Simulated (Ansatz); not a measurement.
# Pressure series in Al2O3

Start from Al$_{2}$O$_{3}$ in the corundum structure (space group R-3c, No. 167).

```yaml
crystal:
  lattice:
    - [2.38658, 1.37789, 4.33779]
    - [-2.38658, 1.37789, 4.33779]
    - [0.00000, -2.75579, 4.33779]
  atoms:
    - { symbol: Al, position: [0.35203, 0.35203, 0.35203] }
    - { symbol: Al, position: [0.14797, 0.14797, 0.14797] }
    - { symbol: Al, position: [0.64797, 0.64797, 0.64797] }
    - { symbol: Al, position: [0.85203, 0.85203, 0.85203] }
    - { symbol: O, position: [0.55585, 0.94415, 0.25000] }
    - { symbol: O, position: [0.25000, 0.55585, 0.94415] }
    - { symbol: O, position: [0.94415, 0.25000, 0.55585] }
    - { symbol: O, position: [0.44415, 0.05585, 0.75000] }
    - { symbol: O, position: [0.75000, 0.44415, 0.05585] }
    - { symbol: O, position: [0.05585, 0.75000, 0.44415] }
```

Cell and atoms are relaxed at each pressure.

Computed with PBEsol (Ansatz, a program for electronic structure), scalar-relativistic without spin-orbit coupling, earlier PAW set.

Candidates:
(a) pressure −2 GPa
(b) pressure 9 GPa
(c) pressure 2.1 GPa
(d) pressure 4.5 GPa

Before the change:

```
Item       Result
--------  -------
Band gap  6.04 eV
```

Task: Order them by band gap, highest first.

Result: (b) pressure 9 GPa (6.46 eV), (d) pressure 4.5 GPa (6.25 eV), (c) pressure 2.1 GPa (6.14 eV), (a) pressure −2 GPa (5.94 eV)

Load acts through the strain it causes; cell and atoms are relaxed under it. No phonon test of stability was made. Competing high-pressure phases were not computed.
